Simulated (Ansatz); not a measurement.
Base system: Pb in the fcc (Cu type) structure (space group Fm-3m, No. 225; a = 4.934 Å; relaxed with 0.1 eV smearing). Axes: x, y, z lie along the cube axes.

The values are results of Kohn–Sham DFT with the PBEsol functional, run in Ansatz (a first-principles code) with PAW and 420 eV plane waves, spin-orbit coupling left out, not measurements.

Before the change:

```
Property    Value
--------  -------
Band gap     zero
Pressure  0.0 GPa
```

Perturbation: tensile biaxial strain of 0.83 % in the plane normal to [111], as in epitaxy on a mismatched substrate; the out-of-plane cell vector and the atoms relax.

### Question
How does this affect the ratio −ε⊥/ε∥?

### Answer
The ratio −ε⊥/ε∥ comes out as 0.92.

### Question
Predict the new band gap.

### Answer
The band gap stays zero.

### Question
Estimate the effect on the pressure.

### Answer
The pressure (mean of the normal stresses, compression positive) goes from zero to -0.4 GPa.

Whether these cells are dynamically stable was not tested.
